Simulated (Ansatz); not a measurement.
Reference: LaIn₃ (Pm-3m), PBEsol, DFPT electron-phonon coupling, linearised Boltzmann equation (plane waves, PAW, scalar-relativistic; Ansatz, a first-principles code); geometry: relaxed with this functional, without spin-orbit coupling.

```cif
data_In3La
_chemical_formula_sum 'La1 In3'
_space_group_name_H-M_alt 'P 1'
_space_group_IT_number 1
_cell_length_a 4.70983
_cell_length_b 4.70983
_cell_length_c 4.70983
_cell_angle_alpha 90.000
_cell_angle_beta 90.000
_cell_angle_gamma 90.000
loop_
_space_group_symop_operation_xyz
  'x, y, z'
loop_
_atom_site_label
_atom_site_type_symbol
_atom_site_fract_x
_atom_site_fract_y
_atom_site_fract_z
_atom_site_occupancy
La1 La 0.00000 0.00000 0.00000 1
In1 In 0.50000 0.00000 0.50000 1
In2 In 0.00000 0.50000 0.50000 1
In3 In 0.50000 0.50000 0.00000 1
```

| Quantity | Value |
|---|---|
| resistivity at 300 K | 15.8 μΩ·cm |

Q: Replace La by Sc on the same sites and relax. What happens?

A: ScIn3 (Pm-3m): volume per atom 26.1 to 22.1 Å³; resistivity at 300 K stays about the same (15.8 μΩ·cm to 14.1 μΩ·cm).

Q: Replace La by Y on the same sites and relax. What happens?

A: YIn3 (Pm-3m): volume per atom 26.1 to 23.9 Å³; resistivity at 300 K falls (15.8 μΩ·cm to 12.6 μΩ·cm).

Q: Swap In for Tl, keeping the structure type. How do these values move?

A: LaTl$_{3}$ (Pm-3m): volume per atom 26.1 to 27.5 Å³; resistivity at 300 K rises (15.8 μΩ·cm to 20 μΩ·cm).

Moves up to 14 % count as about the same. Metals; harmonic phonons alone scatter; means over directions. Halving the electron mesh moves these values by up to 10 %; q meshes are mostly untested. Some of the runs warned that the eigensolver left states short of its tolerance. Spin-orbit coupling is left out.

Formula and space group known from diffraction (Crystallography Open Database), not checked to be the room-temperature form: LaTl3 (Pm-3m), ScIn3 (Pm-3m), YIn3 (Pm-3m). The missing spin-orbit coupling matters most for LaTl3 (Pm-3m).
